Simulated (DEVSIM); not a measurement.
Structure: illuminated In0.53Ga0.47As p-on-n cell, one wavelength, at 300 K.

Layer 1 from the left is In0.53Ga0.47As, thickness (μm) 0.940, Na (cm⁻³) 7.1e17, τn (s) 1.2e-10, τp (s) 3e-11, absorption coefficient (cm⁻¹) 13000. Layer 2 from the left is In0.53Ga0.47As, thickness (μm) 0.530, Nd (cm⁻³) 1.6e15, τn (s) 6.8e-10, τp (s) 6.8e-10, absorption coefficient (cm⁻¹) 13000.

Left contact: ohmic, minority electron recombination velocity 3e6 cm/s. Right contact: ohmic, minority hole recombination velocity 40000 cm/s. Voltage is applied to the left contact. Recombination: SRH at mid-gap, radiative, Auger. Light enters at the left, 1e17 photons cm⁻² s⁻¹, one pass, no reflection. Mobility is μmin + (μ − μmin)/(1 + (N/Nref)^α).

This is a model device: material constants are rounded textbook-type values typed into the input, and sizes, dopings and lifetimes were drawn at random. Values at 300 K.

In0.53Ga0.47As: gap (eV) 0.74, affinity (eV) 4.51, permittivity 13.9, Nc (cm⁻³) 2.1e17, Nv (cm⁻³) 7.7e18, μn (cm²/Vs) 12000, μp (cm²/Vs) 300, μn,min 300, μp,min 10, Nref,n 1.3e17, Nref,p 4.9e17, αn 0.48, αp 0.4, B (cm³/s) 9.6e-11, Cn (cm⁶/s) 5e-29, Cp (cm⁶/s) 5e-29.

DEVSIM, 1D drift-diffusion, Boltzmann statistics, complete ionisation; no tunnelling, impact ionisation, image-force lowering or self-heating.

Dark forward current:

```
|V| (V)  |J| (A/cm²)
-------  -----------
0.05        0.001601
0.10        0.006221
0.15         0.02079
0.20         0.07002
0.25          0.2517
0.30          0.9922
0.35           4.202
0.40           17.85
0.45           74.06
0.50           291.9
0.55            1044
0.60            3364
```

### Question
Work out the local ideality factor n = ΔV / (kT/q · ln(J2/J1)) between the rows 0.15 and 0.20 V, 0.35 and 0.40 V, 0.55 and 0.60 V.

### Answer
kT/q = 25.85 mV. From 0.15 to 0.20 V: ln(0.07002/0.02079) = 1.214, n = 1.59. From 0.35 to 0.40 V: ln(17.85/4.202) = 1.446, n = 1.34. From 0.55 to 0.60 V: ln(3364/1044) = 1.170, n = 1.65.

### Question
What current could the absorbed light give at most, and what share is collected?

### Answer
Σ αd = 1.91, so qΦ(1 − exp(−Σ αd)) = 13.7 mA/cm². The simulated short-circuit current is 7.993 mA/cm², a share of 0.59.

### Question
Estimate the open-circuit voltage by superposition: the voltage at which the dark current equals that short-circuit current.

### Answer
Interpolating ln J in the table gives 0.110 V. The simulation gives 0.110 V, the same within the digits that matter. Superposition holds where collection doesn't change with voltage.
